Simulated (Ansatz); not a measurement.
Take LiH in the rock salt structure (space group Fm-3m, No. 225; a = 4.0039 Å) as the base. Axes: x, y, z lie along the cube axes.

Computed with r2SCAN, PAW, 500 eV (Ansatz, an electronic-structure program; spin-orbit coupling left out), earlier PAW set.

Before the change:

The band gap comes out as 3.63 eV.

It is then changed as follows: tensile biaxial strain of 1.90 % in the plane normal to [001], as in epitaxy on a mismatched substrate; the out-of-plane cell vector and the atoms relax.

Predict the new band gap.

The band gap drops by 0.22 eV to 3.41 eV.

Estimate the effect on the ratio −ε⊥/ε∥.

The ratio −ε⊥/ε∥ amounts to 0.30.

Whether these cells are dynamically stable was not tested.
